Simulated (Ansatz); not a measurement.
This Ansatz (an electronic-structure program) input is the reference run, NaCl in the rock salt structure (space group Fm-3m, No. 225), computed with Kohn–Sham DFT with the PBE functional, run in Ansatz with PAW and 420 eV plane waves, no spin-orbit coupling:

Ansatz 0.2 input:
```yaml
crystal:
  lattice:
    - [0, 2.8477692389, 2.8477692389]
    - [2.8477692389, 0, 2.8477692389]
    - [2.8477692389, 2.8477692389, 0]
  atoms:
    - { symbol: Na, position: [0, 0, 0] }
    - { symbol: Cl, position: [0.5, 0.5, 0.5] }
basis: { ecutwfc: 420, ecutrho_ratio: 4, xc_grid: 2, fft_grid_basis: typed }
kpoints: { mp_grid: { grid: [10, 10, 10] } }
hamiltonian:
  xc: pbe
  dispersion: none
  pseudopotentials: { kind: paw }
scf: { occupations: { method: fermi_dirac, width: 0.05 }, convergence: { dr2_threshold: 0.0000000002 } }
output: { forces: true, stress: true }
checkpoint: { write: state.ck, write_every: 1000 }
```

Q: Write the input for this change: every lattice vector is stretched by 1.00 %, atoms relaxed at fixed cell.

A: 
Ansatz 0.2 input:
```yaml
crystal:
  lattice:
    - [0, 2.8762469313, 2.8762469313]
    - [2.8762469313, 0, 2.8762469313]
    - [2.8762469313, 2.8762469313, 0]
  atoms:
    - { symbol: Na, position: [0, 0, 0] }
    - { symbol: Cl, position: [0.5, 0.5, 0.5] }
basis: { ecutwfc: 420, ecutrho_ratio: 4, xc_grid: 2, fft_grid_basis: typed }
kpoints: { mp_grid: { grid: [10, 10, 10] } }
hamiltonian:
  xc: pbe
  dispersion: none
  pseudopotentials: { kind: paw }
scf: { occupations: { method: fermi_dirac, width: 0.05 }, convergence: { dr2_threshold: 0.0000000002 } }
relax: { f_tol: 0.005, max_steps: 50 }
output: { forces: true, stress: true }
checkpoint: { write: state.ck, write_every: 1000 }
```
This is the input that was run.

The cells carry an imposed strain or load. No phonon test of stability was made.
